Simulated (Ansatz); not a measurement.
The starting structures come from a database of crystals and need not be the phases stable at ambient conditions.

By PBEsol, the system below comes out a metal.

Input:

```
CELL_PARAMETERS angstrom
      2.82708     0.00000     0.00000
      0.00000     9.18599     0.00000
      1.41354     0.00000     2.37487
ATOMIC_POSITIONS crystal
  Al 0.00000 0.00000 0.00000
  Al 0.00000 0.50000 0.00000
  Al 0.33333 0.75000 0.33333
  Al 0.66667 0.25000 0.66667
```

Space group of this cell: Cmcm. The cell is strained (lengths along the current scaled by 0.97, ions clamped); by PBEsol its mean pressure is 4.8 GPa.

The current flows along the normal of the first two printed cell vectors. No spin-orbit coupling; the value is a mean over 0.1 eV about the Fermi level.

Task: Estimate the ballistic conductance per area that PBEsol run with Ansatz (a first-principles code) returns for this system.

Result: 1.3 × 10¹⁵ S/m² for both spins.
